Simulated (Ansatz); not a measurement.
Take BN in the wurtzite structure (space group P6_3mc, No. 186; a = 2.555 Å, c = 4.225 Å) as the base. Axes: x lies along a and z along c of the hexagonal cell.

The values are results of PBE/PAW in Ansatz (a quantum-chemistry and plane-wave program), without spin-orbit coupling, not measurements.

Strains are applied to the cell and any free atomic positions relax; under biaxial strain the out-of-plane vector relaxes too.

One change was made to it. Results:

```csv
quantity,base,after
smallest direct gap,8.23 eV,8.19 eV
band gap,5.23 eV,5.25 eV
"pressure (mean of the normal stresses, compression positive)",0.00 GPa,-2.20 GPa
```

Question: Which change produced these results?
(A) isotropic strain −3.98 %
(B) biaxial strain −1.24 %, plane normal [001], relaxed out of plane
(C) biaxial strain +0.32 %, plane normal [001], relaxed out of plane
(D) uniaxial strain ε_zz = −2.17 %
(E) biaxial strain +0.83 %, plane normal [001], relaxed out of plane

Answer: C, biaxial strain +0.32 %, plane normal [001], relaxed out of plane. For comparison, the pressure in the other runs: biaxial strain +0.83 %, plane normal [001], relaxed out of plane gives -5.56 GPa; biaxial strain −1.24 %, plane normal [001], relaxed out of plane gives 9.15 GPa; uniaxial strain ε_zz = −2.17 % gives 8.80 GPa; isotropic strain −3.98 % gives 56.56 GPa.

Whether these cells are dynamically stable was not tested.
